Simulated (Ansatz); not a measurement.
Take CdO in the rock salt structure (space group Fm-3m, No. 225; a = 4.768 Å) as the base.

Calculations: PBE in Ansatz (plane waves to 420 eV, PAW, no spin-orbit coupling), earlier PAW set.

Before the change:

* **Lattice parameter a**: 4.768 Å

Now apply this change: cell and atoms relaxed at a pressure of 1.5 GPa.

**Question.** How does this affect the lattice parameter a?

**Answer.** The lattice parameter a decreases by 0.018 Å (4.768 Å → 4.750 Å).

The mesh was chosen for an insulator and is coarse for the gapless case. Load acts through the strain it causes; cell and atoms are relaxed under it. Stability against distortions was not tested. The final runs are not spin-polarised.

Ansatz is a program for electronic structure.
